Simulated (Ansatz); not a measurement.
## CsCl-type NiAl

These are Hartree–Fock (Ansatz, a first-principles code, plane waves, PAW) values and carry that method's errors.

Run with plane-wave cutoff 460 eV, 10×10×10 k mesh, Fermi–Dirac smearing 0.05 eV, no spin polarisation, scalar-relativistic PAW data made under PBE.

Cell (relaxed at this level):

```cif
data_AlNi
_chemical_formula_sum 'Al1 Ni1'
_space_group_name_H-M_alt 'P 1'
_space_group_IT_number 1
_cell_length_a 2.90090
_cell_length_b 2.90090
_cell_length_c 2.90090
_cell_angle_alpha 90.000
_cell_angle_beta 90.000
_cell_angle_gamma 90.000
loop_
_space_group_symop_operation_xyz
  'x, y, z'
loop_
_atom_site_label
_atom_site_type_symbol
_atom_site_fract_x
_atom_site_fract_y
_atom_site_fract_z
_atom_site_occupancy
Al1 Al 0.50000 0.50000 0.50000 1
Ni1 Ni 0.00000 0.00000 0.00000 1
```

For CsCl-type NiAl, the bulk modulus is 145 GPa and the pressure derivative B′ of the bulk modulus comes out as 4.5.

Measured, for comparison: bulk modulus 156 GPa (room temperature, not corrected to a static lattice; as tabulated in Yamada et al. (2019), arXiv:1910.09660). Computed (rounded) less measured: bulk modulus -7 %.

Note: the run has no spin polarisation, so it can have missed a magnetic state.
